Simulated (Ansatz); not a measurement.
The reference is a 16-atom supercell of NbN in the rock salt structure (space group Fm-3m, No. 225; a = 4.421 Å) at its relaxed geometry.

Computed with PBE, PAW, 420 eV (Ansatz, a program for electronic structure; spin-orbit coupling left out), earlier PAW set.

One neutral defect a cell, atoms relaxed at fixed cell.

One change was made to it. Results:

```tsv
quantity	base	after
largest displacement of a host atom from its site in the perfect cell	–	0.33 Å
pressure	0.1 GPa	13.6 GPa
```

Q: What was done to the base?
(A) H interstitial (started 1.73 Å from the nearest host atom), symmetric start
(B) B on a N site
(C) Li interstitial (started 1.56 Å from the nearest host atom)

A: C, Li interstitial (started 1.56 Å from the nearest host atom). For comparison, the pressure in the other runs: H interstitial (started 1.73 Å from the nearest host atom), symmetric start gives 4.5 GPa; B on a N site gives 5.2 GPa.

In so small a cell the defect repeats every few ångströms: this is an ordered compound, not a dilute defect. Defects with a symmetric start kept the site's symmetry and may sit on a saddle; the others started slightly shaken. The final runs are not spin-polarised.
